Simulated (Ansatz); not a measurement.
BC₅ (I-4m2, No. 119, 6 atoms in the cell; start mp-1077125): lattice parameter a by level of theory

No measured value is used here.

```
level (code)     value (Å)
---------------  ---------
LDA (Ansatz)         2.484
PBE (Ansatz)             ?
PBEsol (Ansatz)      2.500
r²SCAN (Ansatz)      2.508
```

Some entries are withheld; supply them.


- PBE (Ansatz, a quantum-chemistry and plane-wave program), value (Å): 2.514

LDA, PBE, PBEsol, r²SCAN: the relaxation could not lower the start's symmetry, so the cell can be a saddle point above a distorted one. Cutoffs differ between the levels. Ansatz's density-functional and Hartree–Fock values are scalar-relativistic unless marked +SOC, with PAW data made under PBE.

A start named mp-… is a Materials Project structure, which need not be a measured phase.
